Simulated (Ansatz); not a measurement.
ZrTiO4: pressure 10 GPa

The parent structure is ZrTiO4 (space group P2_12_12, No. 18; a = 4.725 Å, b = 5.076 Å, c = 5.628 Å; a cell from a computed database, its experimental status unchecked).

It is then changed as follows: cell and atoms relaxed at a pressure of 10 GPa.

Computed with PBEsol (Ansatz, a quantum-chemistry and plane-wave program, PAW, without spin-orbit coupling). Γ-centred 6×5×5 mesh, Fermi–Dirac width 0.05 eV.

```tsv
quantity	base	changed	shift
density	5.00 g/cm³	5.25 g/cm³	+0.25 g/cm³
shortest interatomic distance	3.561 bohr	3.520 bohr	-0.041 bohr
band gap	2.78 eV	2.90 eV	+0.12 eV
gap character	direct at Γ	indirect, Y–Γ (40 % along) → Γ	–
width of the top valence band	0.72 eV	0.75 eV	+0.03 eV
```

Final structure:

```xyz
12
Lattice="4.7031 0.0000 0.0000 0.0000 4.9845 0.0000 0.0000 0.0000 5.4849" Properties=species:S:1:pos:R:3 pbc="T T T"
Zr     0.0000     2.4923     2.3691
Zr     2.3516     0.0000     3.1158
Ti     0.0000     0.0000     0.3398
Ti     2.3516     2.4923     5.1451
O      3.4878     0.9136     4.7485
O      1.2154     4.0709     4.7485
O      1.1362     1.5787     0.7364
O      3.5669     3.4059     0.7364
O      1.3240     1.6666     3.6091
O      3.3791     3.3179     3.6091
O      3.6756     0.8257     1.8758
O      1.0275     4.1588     1.8758
```

Load acts through the strain it causes; cell and atoms are relaxed under it. Whether these cells are dynamically stable was not tested. Competing high-pressure phases were not computed. All final runs are without spin polarisation.
